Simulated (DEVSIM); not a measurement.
Device: abrupt GaP p-n junction, at 300 K.

```tsv
layer (left to right)	material	thickness (μm)	Nd (cm⁻³)	Na (cm⁻³)	τn (s)	τp (s)
1	GaP	0.510	-	1.5e18	1.4e-6	1.4e-6
2	GaP	230	1.5e15	-	1.4e-6	1.4e-6
```

Left contact: ohmic. Right contact: ohmic. Voltage is applied to the left contact. Recombination: SRH at mid-gap, radiative. Mobility is μmin + (μ − μmin)/(1 + (N/Nref)^α).

Constants are typed, rounded textbook-type inputs, not results; the design itself was drawn at random and stands for no fabricated device. Values at 300 K.

| parameter | GaP |
|---|---|
| gap (eV) | 2.26 |
| affinity (eV) | 3.8 |
| permittivity | 11.1 |
| Nc (cm⁻³) | 1.8e19 |
| Nv (cm⁻³) | 1.9e19 |
| μn (cm²/Vs) | 250 |
| μp (cm²/Vs) | 150 |
| μn,min | 10 |
| μp,min | 10 |
| Nref,n | 4.4e18 |
| Nref,p | 1e18 |
| αn | 0.8 |
| αp | 0.85 |
| B (cm³/s) | 1e-13 |

Simulated with DEVSIM: 1D drift-diffusion, Boltzmann statistics, complete ionisation; no tunnelling, impact ionisation, image-force lowering or self-heating.

The doping Nd of layer 2 was swept, all else fixed.

```csv
doping Nd of layer 2 (cm^-3),largest field in the device at zero bias (V/cm),potential step across the device at zero bias (V)
4.5e13,68000,1.861
1.5e14,68000,1.892
4.5e14,69000,1.920
1.5e15,72000,1.952
4.5e15,81000,1.980
1.5e16,110000,2.011
4.5e16,170000,2.039
```

From the first row to the last the largest field in the device at zero bias goes from 68000 to 170000. From the first row to the last the potential step across the device at zero bias goes from 1.861 to 2.039.
